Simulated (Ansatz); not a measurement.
Start from HgI$_{2}$ in the 2H-MoS2 type structure (space group P6_3/mmc, No. 194; a = 4.071 Å, c = 13.559 Å; a hypothetical phase, not in the database extracts checked; layered, stacked along the Cartesian z axis).

Perturbation: a free-standing slab of 1 layer (3 atoms, 3 a layer) is cut normal to the stacking axis, with 15 Å of vacuum and the in-plane cell relaxed.

Levels (all Ansatz, an electronic-structure program, PAW, earlier PAW set): PBEsol-D3(BJ) (420 eV, no spin-orbit coupling); PBEsol+SOC (420 eV, with spin-orbit coupling).

The geometry is relaxed with PBEsol-D3(BJ).

- PBEsol-D3(BJ) band gap: 0.90 eV
- PBEsol-D3(BJ) smallest direct gap: 1.22 eV
- PBEsol-D3(BJ) valence-band top at Γ: 0.00, 0.00, -0.25 eV

With PBEsol+SOC at the same geometry, the band gap decreases by 0.34 eV (0.90 eV → 0.56 eV); the smallest direct gap falls by 0.12 eV, from 1.22 eV to 1.10 eV; the valence-band top at Γ (three highest Kramers pairs, from the VBM) changes from 0.00, 0.00, -0.25 eV to 0.00, -0.32, -0.79 eV.

Single points use the geometry relaxed with PBEsol-D3(BJ). Differences between runs with and without spin-orbit coupling are approximate. With Hg and I present, leaving out spin-orbit coupling can change the band edges. No phonon test of stability was made. The runs without spin-orbit coupling are not spin-polarised. A zero or small gap of HgI2 can be the functional's error rather than a property of the material.
